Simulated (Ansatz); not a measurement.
For Ti₃Al (model structure, started from the D019 type, P6₃/mmc, No. 194, 8 atoms in the cell), LDA (Ansatz, a first-principles code, plane waves, PAW) gives:

| Property | Result |
|---|---|
| equilibrium lattice constant a | 5.616 Å |
| c axis length | 4.566 Å |
| cohesive energy | 6.14 eV/atom |

### Question
What does r²SCAN+rVV10 (Ansatz, PAW) give for the same quantities?

### Answer

- lattice constant a: 5.735 Å (grows by 2.1 %)
- lattice parameter c: 4.622 Å (goes up by 1.2 %)
- cohesive energy: 4.92 eV/atom (shrinks by 1.22 eV/atom)

Changes are worked out from the printed values.

Unless a cell is named, each level is at its own relaxed cell (LDA 15.59, r²SCAN+rVV10 16.45 Å³/atom).

The crystal itself was run without spin with LDA, r²SCAN+rVV10; a magnetic state was not tried in these runs.

Ansatz's density-functional and Hartree–Fock values are scalar-relativistic unless marked +SOC, with PAW data made under PBE.

A model structure was made by putting elements into a prototype or built by hand; here it ended with the formula and space group of a phase in our tables.
